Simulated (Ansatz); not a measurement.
System: CaC2 (I4/mmm, No. 139, 3 atoms in the cell; start mp-2482). Method: HSE06 (PAW; Ansatz, a quantum-chemistry and plane-wave program).

Numerical settings: plane-wave cutoff 500 eV, 8×8×8 k mesh, gaussian smearing 0.02 eV, scalar-relativistic PAW data made under PBE.

Cell (relaxed at this level):

```xyz
3
Lattice="-1.9399 1.9399 3.1920 1.9399 -1.9399 3.1920 1.9399 1.9399 -3.1920" Properties=species:S:1:pos:R:3 pbc="T T T"
Ca     0.0000     0.0000     0.0000
C      0.0000     0.0000     3.8163
C      0.0000     0.0000     2.5676
```

Question: Predict the band gap.

Answer: 
- band gap: 2.66 eV (on the SCF k mesh)

Note: the relaxation could not lower the start's symmetry, so the cell can be a saddle point above a distorted one.

The computed numbers hold no vibrational or temperature effects.

A start named mp-… is a Materials Project structure, which need not be a measured phase.
